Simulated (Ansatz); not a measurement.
The reference is Au in the fcc (Cu type) structure (space group Fm-3m, No. 225; a = 4.1241 Å). Axes: x, y, z lie along the cube axes.

Computed with Ansatz (a quantum-chemistry and plane-wave program), r2SCAN, PAW, cutoff 500 eV, no spin-orbit coupling.

Now apply this change: the cell is scaled by 0.9849 in all directions; the atoms relax in the strained cell.

Q: Predict the stress tensor and what it implies for the stiffness.

A: Stress of the strained cell less that of the base (GPa, compression positive):
```
    7.9     0.0     0.0
    0.0     7.9     0.0
    0.0     0.0     7.9
```

Then B = −ΔP/(ΔV/V₀) with ΔV/V₀ = -0.0446 gives secant stiffness values (nonlinear terms included at this strain): B ≈ 177 GPa.

As a check, the harmonic strain energy −½ V₀ Δσ:ε is 20 meV/atom; the computed energy rise is 18 meV/atom.

Stability against distortions was not tested.
